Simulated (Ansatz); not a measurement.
Amorphous Ge28Se28O3, 59 atoms at 4.77 g/cm³, one PBE-relaxed geometry, zone centre. Methods: PBE-D3(BJ), scalar-relativistic without spin-orbit coupling (Ansatz, a program for electronic structure); r2SCAN, scalar-relativistic without spin-orbit coupling (Ansatz); HSE06-D3(BJ), scalar-relativistic without spin-orbit coupling (Ansatz). Plane waves to 420 eV (r2SCAN 500 eV); exact exchange is cut at the cell's faces. All rungs ran without spin polarisation.

Preparation: random packing, a CHGNet melt and quench, and a DFT relaxation. O atoms were pushed apart under 1.9 Å during the dynamics, to hinder bonds among them. The hot cell started wider than the set density and was brought back towards it in steps. It is the lowest in DFT energy of 3 quenches. It is a model cell: composition and starting density were chosen by hand, and all elements were melted together. The geometry includes D3(BJ) dispersion. Its density started from a set value of 4.92 and ended at 4.77 g/cm³. The quench (nominally 120 K/ps over its main leg) was far faster than any real one, so the model tends to hold more defects than a real film. Values belong to this one cell and scatter from quench to quench. Volume and shape were free in the relaxation. Stress components on the final sampling reach 0.5 GPa. Cycles of charging lowered its energy after that relaxation.

The relaxation ran on one k-point at (1/4, 1/4, 1/4). At PBE the gap is 0.89 eV on a 2×2×2 Γ-centred mesh, and the spacing at the zone centre alone 1.07 eV.

Question: What zone-centre spacing does r2SCAN give, roughly?

Answer: 1.27 eV (+0.20 eV against PBE).

Question: What zone-centre spacing does HSE06 give, roughly?

Answer: 1.68 eV (+0.62 eV against PBE).

The highest filled and the lowest empty state spread over these numbers of atoms (participation numbers): PBE: 23.1 and 24.7; r2SCAN: 27.3 and 24.3; HSE06: 34.3 and 27.7.
